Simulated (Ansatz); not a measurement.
Output of an Ansatz run (abridged):

```
WARN ansatz: RAYON_NUM_THREADS=1 ignored (pool sized by the plan → 1); use --threads N
Pseudopotentials: kind: paw
Pseudopotential: Al, paw, valence charge 3
Pseudopotential: Au, paw, valence charge 19
Crystal: 2 atoms, lattice volume = 33.208 Å³
Basis set: ecut = 420 eV, 619 PW (Γ)
Bands: 15, of which v1, the nominal top of the filled ones, is band 11 counted from 1 (10 counted from 0)
Symmetry: 48 space group operations
Space group: Pm-3m (ITA 221), of the structure as read, at distance tolerance 3.2e-5 Å
k-points: 56 of 1000
PAW frozen core: Al, regenerated for the run's functional, and the local potential with it
PAW frozen core: Au, regenerated for the run's functional, and the local potential with it
Initial density: superposition of atomic densities (neutral atoms: chi_scale 0, normalization atom), corrected by the library's trained network
Initial wavefunctions: pseudopotential atomic-orbital guess
Eigensolver: davidson
Functional: x = slater, c = lda
SCF iter   1: F=—  HF=-13378.386898 eV  |F-HF|=—  |Δ(HF+E_count)|=         —  Δρ=6.30e-3  dr2=8.84e-3  ethr=1.77e-3  ⟨swp⟩=4.8  Hψ=3931  notcnv=0
all-band conjugate gradients solve this SCF's bands
preconditioner: auto → none
SCF iter   2: F=—  HF=-13378.385914 eV  |F-HF|=—  |Δ(HF+E_count)|=   9.83e-4  Δρ=3.58e-3  dr2=2.86e-3  ethr=4.02e-5  ⟨swp⟩=1.0  Hψ=1288  notcnv=0
SCF iter   3: F=—  HF=-13378.385423 eV  |F-HF|=—  |Δ(HF+E_count)|=   4.91e-4  Δρ=9.10e-4  dr2=3.68e-4  ethr=1.30e-5  ⟨swp⟩=1.6  Hψ=1024  notcnv=0
SCF iter   4: F=—  HF=-13378.385330 eV  |F-HF|=—  |Δ(HF+E_count)|=   9.29e-5  Δρ=3.13e-4  dr2=2.91e-5  ethr=1.67e-6  ⟨swp⟩=2.1  Hψ=1206  notcnv=0
SCF iter   5: F=—  HF=-13378.385313 eV  |F-HF|=—  |Δ(HF+E_count)|=   1.70e-5  Δρ=5.63e-5  dr2=8.00e-7  ethr=1.32e-7  ⟨swp⟩=2.7  Hψ=1342  notcnv=0
SCF iter   6: F=-13378.385313 eV  HF=-13378.385313 eV  |F-HF|=7.43e-9  |Δ(HF+E_count)|=   9.69e-8  Δρ=5.37e-6  dr2=1.11e-8  ethr=4.55e-10  ⟨swp⟩=5.5  Hψ=3469  notcnv=0
SCF 1 converged in 6 iterations: F = -13378.385313 eV  dr2 = 1.11e-8
SCF converged after 6 iterations
Free energy (F): -13378.385313 eV
Harris-Foulkes:  -13378.385313 eV  (|F-HF|=7.43e-9)
Internal energy: -13378.379768 eV  (E = F + TS)
E sigma→0 (E₀):  -13378.382541 eV
Entropy (-TS):   -0.005545 eV (-2.773 meV/atom)
Fermi energy:    15.068086 eV
--- Per-component energies (eV) ---
  E_band       = -306.792840
  E_kinetic    = 628.260616
  E_local      = -2466.089311  (includes V_loc(G=0)·N_el)
  E_nonlocal   = 88.660488
  E_hartree    = 1058.898432
  E_xc         = -267.137308
  E_vxc        = -305.828235  (∫ρ·V_xc dr)
  E_paw        = -9865.266728  (= ΣΔE_a)
  E_vpaw       = -369.601200  (= ΣTr[D̂ρ^β])
  E_aug_tail   = 0.001281  (compensation charges beyond the density's cutoff)
  E_ewald      = -2556.285672
  E_core_change = 0.578434  (= ΣΔE_core)
  E_smearing   = -0.005545  (= −TS)
  E_closure    = -0.000000  (closes the sum)
  Σ components = -13378.385313   (vs F -13378.385313, Δ=0.00e0)
--- Forces (eV/Å), atoms counted from 1 ---
  atom   1  Al    -0.00000000     0.00000000     0.00000000
  atom   2  Au     0.00000000     0.00000000    -0.00000000
  max |Σ_I F_I| component: 3.78e-29 eV/Å
--- Stress (GPa, compression-positive) ---
       -7.075437      -0.000000       0.000000
        0.000000      -7.075437      -0.000000
        0.000000       0.000000      -7.075437
  P = ⅓ Tr σ = -7.0754 GPa (-70.754 kbar)
  The stress holds the Pulay correction. Without it, at fixed plane waves, as pw.x and ABINIT print it: P = -7.1215 GPa
--- Band table (eV; the first three rows and the last of 56) ---
  k-point 0: bands = ["-91.8333", "-43.1204", "-43.1204", "-43.1204", "3.6855", "8.4660", "8.4660", "10.3790", "10.3790", "10.3790", "17.8894", "17.8894", "17.8894", "21.6537", "22.5489"]
  k-point 1: bands = ["-91.8332", "-43.1233", "-43.1202", "-43.1202", "3.8497", "8.4978", "8.5289", "10.2776", "10.2776", "10.3899", "16.7171", "18.1428", "18.1428", "22.0451", "22.3777"]
  k-point 2: bands = ["-91.8330", "-43.1311", "-43.1196", "-43.1196", "4.3311", "8.5829", "8.6687", "10.0310", "10.0310", "10.4187", "14.8088", "18.8469", "18.8469", "21.9427", "22.3473"]
  k-point 55: bands = ["-91.8313", "-43.1460", "-43.1460", "-43.1460", "7.9382", "7.9382", "7.9382", "11.2837", "11.2837", "14.5644", "15.9930", "15.9930", "15.9930", "17.1551", "18.7356"]
```

The structure:

```xyz
2
Lattice="3.2143 0.0000 0.0000 0.0000 3.2143 0.0000 0.0000 0.0000 3.2143" Properties=species:S:1:pos:R:3 pbc="T T T"
Al     0.0000     0.0000     0.0000
Au     1.6071     1.6071     1.6071
```

**Question.** Write an input that gives this output.

**Answer.** Other spellings and defaults could give the same log, and not every line can be read from it. The input that was run (DFT, LDA (PW92), plane waves, default PAW files made with PBE):

Ansatz 0.2 input:
```yaml
# AlAu
crystal:
  lattice:
    - [3.214268, 0.000000, 0.000000]
    - [0.000000, 3.214268, 0.000000]
    - [0.000000, 0.000000, 3.214268]
  atoms:
    - { symbol: Al, position: [0.000000, 0.000000, 0.000000] }
    - { symbol: Au, position: [0.500000, 0.500000, 0.500000] }
basis:
  ecutwfc: 420.0
kpoints:
  mp_grid: { grid: [10, 10, 10] }
hamiltonian:
  xc: lda
  pseudopotentials: { kind: paw }
scf:
  occupations: { method: gaussian, width: 0.1 }
output:
  forces: true
  eigenvalues: true
  stress: true
```

The starting cell comes from a database of computed structures (which also holds hypothetical and non-ambient phases and stackings), without a prior relaxation at this level. Its lattice was rescaled by up to half a per cent. Spin-orbit coupling is off. With a pressure of about -7 GPa the cell is away from its equilibrium volume at this level. Ansatz's pressure includes its estimate of the finite-basis (Pulay) stress.

Ansatz is a program for electronic structure.
